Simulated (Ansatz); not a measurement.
CH3 on the 1x1 (110) surface of bcc W, one in a 2x2 cell, energies for each (28.7 Å²). Energies are against CH4(g) − ½ H2(g), without zero-point or thermal terms; each row is named by its start.

Computed with PBE (plane waves to 420 eV, PAW; Ansatz, a program for electronic structure).

Set-up: 20 atoms, 6.6 Å thick at the start under the adsorbate (thin: gaps and levels are the slab's own); mesh 6x6x1; 0.1 eV smearing; dipole correction on; 8 atoms held, the rest relaxed; each run with such symmetry as its start has; spin where the adsorbate may keep a moment, no spin-orbit, no U, no dispersion correction.

A negative adsorption energy means that the adsorbate is more stable on the surface than in its reference. Starts that drift may end in the same place. Heights count from the host atoms within 0.3 Å of the top one.

| starting site | E_ads (eV) | height (Å) | nearest host atom (Å) | bonded to | Δ work function (eV) | lateral drift (Å) | moment (μB) |
|---|---|---|---|---|---|---|---|
| top W | -0.01 | 1.71 | W 2.28 | 3 W | -1.12 | 1.5 | 0.0 |
| hollow W-W-W | -0.01 | 1.71 | W 2.28 | 3 W | -1.12 | 0.2 | – |
| bridge W-W (span 2.8 Å) | -0.01 | 1.71 | W 2.28 | 3 W | -1.12 | 0.9 | – |
| bridge W-W (span 3.2 Å) | -0.01 | 1.71 | W 2.28 | 3 W | -1.12 | 0.8 | – |
